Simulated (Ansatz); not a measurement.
**Co2Si: pressure series**

Base system: Co₂Si (space group Pnma, No. 62; a = 4.883 Å, b = 3.711 Å, c = 7.042 Å; ferromagnetic).

Cell and atoms are relaxed at each pressure.

Method: Kohn–Sham DFT with the PBE functional, run in Ansatz (a program for electronic structure) with PAW and 420 eV plane waves, no SOC.

```csv
case,shortest interatomic distance,magnetic state
base,2.291 Å,ferromagnetic
pressure 1.8 GPa,2.287 Å,ferromagnetic
pressure 4.2 GPa,2.281 Å,ferromagnetic
pressure 9 GPa,2.270 Å,ferromagnetic
pressure 18 GPa,2.251 Å,weakly magnetic (sensitive to the mesh)
```

The magnetic state is the one reached from the starting moments; the real material's order can differ, and small cells can't hold many antiferromagnetic ones. Load acts through the strain it causes; cell and atoms are relaxed under it. Stability against distortions was not tested. Competing high-pressure phases were not computed.
